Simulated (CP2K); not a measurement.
A self-consistent single point of TiAl (P1, 2 atoms in the cell) with CP2K.

Method: LDA (Pade form), GPW, TZVP-MOLOPT-SR-GTH basis, GTH-PADE potentials (GTH_POTENTIALS) (CP2K 2026.2).

```
CELL_PARAMETERS angstrom
      2.83000     0.00000     0.00000
      0.00000     2.83000     0.00000
      0.00000     0.00000     4.07000
ATOMIC_POSITIONS crystal
  Ti 0.00372 0.98463 0.01185
  Al 0.49628 0.51537 0.48815
```

Reference input (self-consistent single point, DFT PBE, GPW, TZVP-MOLOPT-SR-GTH basis, GTH-PBE potentials (GTH_POTENTIALS)): CUTOFF = 600 Ry; REL_CUTOFF = 50 Ry; SMEAR/METHOD = FERMI_DIRAC; ELECTRONIC_TEMPERATURE = 1578.21 K; KPOINTS/SCHEME = MONKHORST-PACK 8 8 6; GAMMA_CENTERED = T; XC_FUNCTIONAL = PBE; Ti/BASIS_SET = TZVP-MOLOPT-SR-GTH; Ti/POTENTIAL = GTH-PBE-q12; Al/BASIS_SET = TZVP-MOLOPT-SR-GTH; Al/POTENTIAL = GTH-PBE-q3; METHOD = GPW. This run's input differs from it in these lines:

```diff
@@ -44,3 +44,3 @@
     &XC
-      &XC_FUNCTIONAL PBE
+      &XC_FUNCTIONAL PADE
       &END XC_FUNCTIONAL
@@ -75,3 +75,3 @@
       BASIS_SET TZVP-MOLOPT-SR-GTH
-      POTENTIAL GTH-PBE-q12
+      POTENTIAL GTH-PADE-q12
     &END KIND
@@ -79,3 +79,3 @@
       BASIS_SET TZVP-MOLOPT-SR-GTH
-      POTENTIAL GTH-PBE-q3
+      POTENTIAL GTH-PADE-q3
     &END KIND
```

Output (repeated stretches shortened):

```
 SCF WAVEFUNCTION OPTIMIZATION

  Step     Update method      Time    Convergence         Total energy    Change
     1 NoMix/Diag. 0.30E+00      -     0.75134502       -60.7347060091 -6.07E+01
     2 Broy./Diag. 0.30E+00      -     0.02721436       -60.9942583355 -2.60E-01
     3 Broy./Diag. 0.30E+00      -     0.03902342       -60.5859831177  4.08E-01
     4 Broy./Diag. 0.30E+00      -     0.03188186       -60.2820295026  3.04E-01
     5 Broy./Diag. 0.30E+00      -     0.00472503       -60.3518073964 -6.98E-02
     6 Broy./Diag. 0.30E+00      -     0.00314874       -60.3079444387  4.39E-02
   [... 4 lines left out ...]
    11 Broy./Diag. 0.30E+00      -     0.00002325       -60.3084233222 -2.83E-04
    12 Broy./Diag. 0.30E+00      -     0.00000899       -60.3084202124  3.11E-06
    13 Broy./Diag. 0.30E+00      -     0.00000633       -60.3084519232 -3.17E-05
    14 Broy./Diag. 0.30E+00      -     0.00000059       -60.3084446006  7.32E-06
  *** SCF run converged in    14 steps ***

  Overlap energy of the core charge distribution:               0.00000000000000
  Self energy of the core charge distribution:               -112.54097482347350
  Core Hamiltonian energy:                                     28.40389601303275
  Hartree energy:                                              31.85505615411279
  Exchange-correlation energy:                                 -8.02235136682850
  Electronic entropic energy:                                  -0.00407057841057
  Fermi energy:                                                 0.32563794138822

  Total energy:                                               -60.30844460062954
  Total energy (extrapolated to T->0):                        -60.30640931142426

                     Mulliken Population Analysis

   [... lines left out ...]

 STRESS| Analytical stress tensor [bar]
 STRESS|                        x                   y                   z
 STRESS|      x       -6.50983598114E+04  -5.56528248763E+02   1.55054648526E+03
 STRESS|      y       -5.56528248763E+02  -6.60884754747E+04  -6.31820538639E+03
 STRESS|      z        1.55054648526E+03  -6.31820538639E+03  -6.43928274324E+04
 STRESS| 1/3 Trace                                            -6.51932209062E+04
```

The run converged in 14 iterations. Against the reference run the pressure goes from 0.46 to -6.52 GPa and the largest force goes from 0.703 to 0.617 eV/Å.

The starting cell has typed, rounded lattice constants, without a prior relaxation at this level. Its atoms were displaced at random from the sites of space group no. 123. Spin polarisation is off. Values carry the incompleteness of an atom-centred basis. With a pressure of about -7 GPa the cell is away from its equilibrium volume at this level.

Cost on one core of a shared machine: roughly 60 s.
